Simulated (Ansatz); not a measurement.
The reference is GaSb in the zinc blende structure (space group F-43m, No. 216; a = 6.214 Å).

(Cell as relaxed with PBE.)

Levels (all Ansatz, a first-principles code, PAW, earlier PAW set): PBE (420 eV, scalar-relativistic without spin-orbit coupling); r2SCAN (500 eV, scalar-relativistic without spin-orbit coupling).

Each level relaxes its own structure.

| base | PBE | r2SCAN |
|---|---|---|
| volume per atom | 29.99 Å³ | 28.84 Å³ |
| lattice parameter a | 6.214 Å | 6.134 Å |
| band gap | zero | 0.41 eV |

It is then changed as follows: a hydrostatic pressure of 0.3 GPa.

| quantity | PBE | r2SCAN |
|---|---|---|
| band gap | zero | (withheld) |
| volume per atom | 29.80 Å³ | (withheld) |

Question: Given the PBE results, estimate those of r2SCAN.

Answer: 
- band gap, r2SCAN: 0.46 eV
- volume per atom, r2SCAN: 28.68 Å³

They disagree on the band gap; PBE's volume per atom lies 1.12 Å³ above r2SCAN's (3.9 %). Neither level is exact; r2SCAN is the comparison here, not a measurement.

With Sb present, leaving out spin-orbit coupling can change the band edges. Load acts through the strain it causes; cell and atoms are relaxed under it. Whether these cells are dynamically stable was not tested. All final runs are without spin polarisation. The zero or small gap of GaSb can change with the level of theory.
